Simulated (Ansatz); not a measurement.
The reference is Mo in the bcc (W type) structure (space group Im-3m, No. 229; a = 3.130 Å).

Structures relaxed with PBEsol in Ansatz (plane waves to 420 eV, PAW, without spin-orbit coupling).

Base:

Simulated powder pattern, Cu Kα, λ = 1.54184 Å (kinematic, ideal powder, no thermal factors, no anomalous dispersion; the 14 strongest lines at most, above 2 %, up to 2θ = 90°):

```tsv
2θ (°)	I/Imax (%)	hkl
40.78	100	(110)
59.03	16	(200)
74.23	33	(211)
88.33	11	(220)
```

After one change:

Simulated powder pattern, Cu Kα, λ = 1.54184 Å (kinematic, ideal powder, no thermal factors, no anomalous dispersion; the 14 strongest lines at most, above 2 %, up to 2θ = 90°):

| 2θ (°) | I/Imax (%) |
|---|---|
| 40.72 | 100 |
| 58.95 | 16 |
| 74.12 | 33 |
| 88.20 | 11 |

Which change produced these results?
A. pressure 2.1 GPa
B. pressure 22.5 GPa
C. pressure −1 GPa
D. pressure 0.9 GPa

C, pressure −1 GPa. Its volume per atom is 15.38 Å³ against 15.33 Å³, and its space group is Im-3m (No. 229).

Load acts through the strain it causes; cell and atoms are relaxed under it. No phonon test of stability was made. Competing high-pressure phases were not computed. All final runs are without spin polarisation.

Ansatz is a program for electronic structure.
